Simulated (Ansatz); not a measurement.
Partial pair distribution functions of a relaxed model of amorphous germanium selenide (Ge₁₂Se₄₈), broadened by 0.06 Å; density 4.69 g/cm³. Method: PBE-D3(BJ), scalar-relativistic without spin-orbit coupling, PAW (Ansatz default set, large-core Se) (plane waves to 420 eV; Ansatz, an electronic-structure program).

The cell was made by melting and quenching with the CHGNet potential and then relaxed with DFT. The hot cell started wider than the set density and was brought back towards it in steps. It is the lowest in DFT energy of 4 quenches. It is a model cell: composition and starting density were chosen by hand, and all elements were melted together. The geometry includes D3(BJ) dispersion. Its density started from a set value of 4.37 and ended at 4.69 g/cm³. The quench (nominally 60 K/ps over its main leg) was far faster than any real one, so the model tends to hold more defects than a real film. Values belong to this one cell and scatter from quench to quench. The volume was free in the relaxation, at fixed shape.

| r (Å) | g Se-Se | g Ge-Se | g Ge-Ge |
|---|---|---|---|
| 2.10 | 0.00 | 0.00 | 0.00 |
| 2.20 | 0.10 | 0.15 | 0.00 |
| 2.30 | 1.00 | 2.28 | 0.00 |
| 2.40 | 2.29 | 9.48 | 0.00 |
| 2.50 | 1.08 | 5.48 | 0.00 |
| 2.60 | 0.24 | 0.46 | 0.00 |
| 2.70 | 0.10 | 0.01 | 0.00 |
| 2.80 | 0.09 | 0.01 | 0.00 |
| 2.90 | 0.39 | 0.15 | 0.00 |
| 3.00 | 0.70 | 0.16 | 0.00 |
| 3.10 | 0.87 | 0.29 | 0.05 |
| 3.20 | 0.96 | 0.43 | 0.82 |
| 3.30 | 0.94 | 0.66 | 0.81 |
| 3.40 | 1.06 | 1.04 | 0.57 |
| 3.50 | 1.37 | 1.38 | 1.97 |
| 3.60 | 1.15 | 1.45 | 0.60 |
| 3.70 | 1.39 | 1.23 | 1.47 |
| 3.80 | 1.89 | 1.29 | 1.88 |
| 3.90 | 2.32 | 0.84 | 0.38 |
| 4.00 | 1.74 | 0.96 | 0.35 |
| 4.10 | 1.75 | 0.75 | 1.90 |
| 4.20 | 1.45 | 0.60 | 2.08 |
| 4.30 | 0.84 | 0.62 | 0.87 |
| 4.40 | 0.76 | 0.69 | 0.19 |
| 4.50 | 0.75 | 0.78 | 0.60 |
| 4.60 | 0.80 | 0.90 | 0.27 |
| 4.70 | 0.81 | 1.01 | 0.55 |
| 4.80 | 0.75 | 0.88 | 0.16 |
| 4.90 | 0.56 | 0.74 | 0.05 |
| 5.00 | 0.67 | 1.12 | 0.45 |
| 5.10 | 0.70 | 0.79 | 0.74 |
| 5.20 | 0.96 | 0.73 | 0.76 |
| 5.30 | 0.85 | 0.82 | 0.32 |
| 5.40 | 0.90 | 1.05 | 1.07 |
| 5.50 | 1.18 | 1.50 | 2.23 |
| 5.60 | 1.14 | 1.22 | 1.47 |
| 5.70 | 0.96 | 1.29 | 0.39 |
| 5.80 | 0.98 | 1.46 | 0.09 |
| 5.90 | 1.05 | 1.23 | 0.77 |

Within 2.66 Å each Se has 1.00 Se neighbours on average.
